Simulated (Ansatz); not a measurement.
The reference is Cu in the fcc (Cu type) structure (space group Fm-3m, No. 225).

```xyz
1
Lattice="0.0000 1.8148 1.8148 1.8148 0.0000 1.8148 1.8148 1.8148 0.0000" Properties=species:S:1:pos:R:3 pbc="T T T"
Cu     0.0000     0.0000     0.0000
```

All numbers come from PBE (Ansatz, a first-principles code; PAW; 420 eV plane waves; without spin-orbit coupling).

Base values:

The lattice parameter a is 3.630 Å.

Now apply this change: every Cu is replaced by Ag; the structure is relaxed again.

How does this affect the lattice parameter a?

The lattice parameter a goes up by 0.519 Å (3.630 Å → 4.149 Å).

No phonon test of stability was made. All final runs are without spin polarisation.
